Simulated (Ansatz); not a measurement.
# Equilibrium lattice constant a of CdSe (model structure, started from the beta GaS type, P6₃/mmc, No. 194, 8 atoms in the cell) at several levels of theory

No measured value is used here.

### Question
Put these levels in order of the equilibrium lattice constant a that they give for CdSe (model structure, started from the beta GaS type, P6₃/mmc, No. 194, 8 atoms in the cell), smallest first: PBE (Ansatz, a first-principles code), PBE-D3(BJ) (Ansatz), PBEsol (Ansatz).

### Answer
PBEsol (4.368 Å), PBE-D3(BJ) (4.391 Å), PBE (4.464 Å)

Ansatz's density-functional and Hartree–Fock values are scalar-relativistic unless marked +SOC, with PAW data made under PBE.

A model structure was made by putting elements into a prototype or built by hand; it is no filed structure, need not be a known phase, and can be a saddle point held by its symmetry.
